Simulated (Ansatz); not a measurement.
System: SnC (model structure, from the rocksalt type, Fm-3m, No. 225). Method: HSE06 in Ansatz (PAW).

Input file:

Ansatz 0.2 input:
```yaml
crystal:
  lattice:
    - [0.0, 2.3716410147, 2.3716410147]
    - [2.3716410147, 0.0, 2.3716410147]
    - [2.3716410147, 2.3716410147, 0.0]
  atoms:
    - { symbol: C, position: [0.0, 0.0, 0.0] }
    - { symbol: Sn, position: [0.5, 0.5, 0.5] }
basis:
  ecutwfc: 460
  ecutrho_ratio: 4
  xc_grid: 2
kpoints:
  mp_grid: { grid: [10, 10, 10] }
hamiltonian:
  xc: hse06
  dispersion: none
  pseudopotentials: { kind: paw }
scf:
  occupations: { method: fermi_dirac, width: 0.05 }
  convergence: { dr2_threshold: 0.0000000002 }
output:
  forces: true
  stress: true
  eigenvalues: true
```

### Question
How many irreducible k-points, plane waves at Γ does the program set up, and what pressure does the run end with?

### Answer
47 irreducible k-points, 609 plane waves at Γ; P = -2.62 GPa, so the cell is stretched and would shrink at this level.

From the output:

```
WARN output.stress: scf.exx.energy_threshold = 1e-6 eV is looser than the 2e-8 eV advised for a stress under a hybrid functional (1e-8 eV for each atom of the …
Crystal: 2 atoms, lattice volume = 26.679 Å³
Basis set: ecut = 460 eV, 609 PW (Γ), exchange–correlation on 48×48×48 points (8 copies of the dense FFT grid, shifted against one another)
Bands: 13, of which v1, the nominal top of the filled ones, is band 9 counted from 1 (8 counted from 0)
Symmetry: 48 space group operations
Space group: Fm-3m (ITA 225), of the structure as read, at distance tolerance 3.0e-5 Å
k-points: 47 of 1000
SCF iter   1: F=—  HF=-6272.539598 eV  |F-HF|=—  |Δ(HF+E_count)|=         —  Δρ=6.09e-3  dr2=1.44e-2
SCF iter   2: F=—  HF=-6272.538340 eV  |F-HF|=—  |Δ(HF+E_count)|=   1.26e-3  Δρ=4.42e-3  dr2=7.48e-3
  ...
SCF 1 converged in 9 iterations: F = -6272.536600 eV  dr2 = 1.58e-10
Crystal: 2 atoms, lattice volume = 26.679 Å³
Initial density: handed on by an earlier stage of this run
Crystal: 2 atoms, lattice volume = 26.679 Å³
SCF iter   5: F=—  HF=-6276.572871 eV  |F-HF|=—  |Δ(HF+E_count)|=   3.76e-9  Δρ=2.02e-6  dr2=1.65e-9
SCF iter   6: F=-6276.572871 eV  HF=-6276.572871 eV  |F-HF|=4.55e-12  |Δ(HF+E_count)|=  4.76e-10  Δρ=2.78e-7  dr2=1.08e-11
SCF 3 converged in 6 iterations: F = -6276.572871 eV  dr2 = 1.08e-11
Free energy (F): -6276.572871 eV
Internal energy: -6276.566442 eV  (E = F + TS)
E sigma→0 (E₀):  -6276.569657 eV
Fermi energy:    13.947978 eV
--- Stress (GPa, compression-positive) ---
       -2.622956       0.000000      -0.000000
       -0.000000      -2.622956      -0.000000
       -0.000000      -0.000000      -2.622956
  P = ⅓ Tr σ = -2.6230 GPa (-26.230 kbar)
```

The PAW data were made under PBE.

Note: PBE has no gap here, and a hybrid on a coarse mesh can open a false one. Note: the cell keeps the symmetry of its start, so it can be a saddle point. Note: cell and atoms aren't relaxed at this level (pressure -2.6 GPa).

A model structure was made by putting elements into a prototype or built by hand; it is no filed structure, need not be a known phase, and can be a saddle point held by its symmetry.

Ansatz is a program for electronic structure.
